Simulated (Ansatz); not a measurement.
Au on the (0001) surface of wurtzite GaN (2x2 Ga adatom at T4; a constructed slab, bottom: 3 H on 4 bottom sites), one in a cell of 36 Å², started at the site 'over Ga at depth 1.7 Å'

Host crystal: wurtzite GaN, with a band gap (PBE, scalar-relativistic without spin-orbit coupling).

These are PBE (plane waves to 420 eV, PAW; Ansatz, a quantum-chemistry and plane-wave program) values and carry that method's errors.

Set-up: 45 atoms, 13.9 Å thick at the start with caps and adatoms under the adsorbate (thin: gaps and levels are the slab's own); mesh 4x4x1; 0.01 eV smearing; dipole correction on; 23 atoms held, the rest relaxed; held to the start's symmetry, so lower structures may exist; spin-polarised, ending with about 0.1 μB a cell, a value that depends on the mesh; orders that need a larger cell were not tried, no spin-orbit, no U, no dispersion correction. The slab shows no gap over 0.04 eV on its mesh. At the end it is bonded to 2 Ga. In PBE it is, or lies within 0.03 eV of, the lowest of the starts that converged.

energy of the end state, in which the adsorbate broke or entered a bond of the host, against an atom of fcc Au: -0.10 eV
change of the step from the bottom to the top vacuum level, against the clean slab: -0.012 eV
energy released by relaxation: 1.55 eV
height of the binding atom over the mean of the host atoms within 0.3 Å of the top one: 0.224 Å
largest move of a host atom: 0.77 Å
caution: the clean host was not checked against rearrangement in a larger or rattled cell

A negative adsorption energy means that the adsorbate is more stable on the surface than in its reference.
